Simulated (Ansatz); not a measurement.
CdSe: energy against strain

CdSe (zinc blende, F-43m, 27.101 Å³/atom at rest) under an equal strain ε in the (111) plane with the normal axis free, as in a coherent film. LDA in Ansatz, a plane-wave DFT program (PAW, default set), 420 eV, 10×10×10 Γ-centred mesh, Fermi-Dirac smearing 0.05 eV; ions are relaxed within the symmetry of each cell.

Here s stands for strain and y for E less E0.

| strain (%) | E less E0 (meV/atom) |
|---|---|
| -2.50 | ? |
| -1.25 | 2.48 |
| -0.83 | 1.09 |
| -0.42 | 0.28 |
| 0.00 | 0.00 |
| 0.42 | 0.27 |
| 0.83 | 1.07 |
| 1.25 | 2.43 |

Task: Fit y against s with a parabola, and predict the withheld value at s = -2.50.

Result: Least squares gives y = -0.002 - 0.0172·s + 1.5721·s². Residuals (row less fit): 0.004, -0.005, -0.003, 0.002, 0.002, 0.003, -0.003; standard error 0.004 (degrees of freedom: 4). Twice the quadratic coefficient over the volume, 2 × 1.5721 meV × 10⁴ × 0.1602 / 27.101 Å³, is twice the biaxial elastic modulus of this plane = 186 ± 0.3 GPa. At the withheld row, y = -0.002 - 0.0172 × (-2.50) + 1.5721 × (-2.50)² = 9.867 meV/atom. The calculation gives 9.97 meV/atom, 0.103 meV/atom above the prediction (1.0 % of the range of y in the table). The row lies outside the fitted rows, so this is an extrapolation. The fitted rows scatter only by rounding.

One order more, fitted to all 13 runs of the series, follows each within 0.01, so the miss is the next term of a smooth law. CdSe stands in this structure, whereas wurtzite is the usual form. Rows are the converged runs of the series near zero and its far end; series whose fitted rows scatter by over a few per cent of the range, as at a crossing or softening among them, aren't shown in this form. Most that stay on the fit to the last digits aren't either.
